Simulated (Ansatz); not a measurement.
How the lattice constant a of CdS (model structure, started from the BN type, Pm-3n, No. 223, 12 atoms in the cell) moves with the method

No measured value is used here.

| level (code) | value (Å) |
|---|---|
| LDA (Ansatz) | 7.084 |
| PBE (Ansatz) | 7.281 |
| PBEsol (Ansatz) | 7.165 |
| PBE-D3(BJ) (Ansatz) | 7.214 |
| r²SCAN (Ansatz) | 7.229 |
| r²SCAN+rVV10 (Ansatz) | 7.200 |

Cutoffs differ between the levels. Ansatz's density-functional and Hartree–Fock values are scalar-relativistic unless marked +SOC, with PAW data made under PBE.

A model structure was made by putting elements into a prototype or built by hand; it is no filed structure, need not be a known phase, and can be a saddle point held by its symmetry.

Ansatz is a quantum-chemistry and plane-wave program.
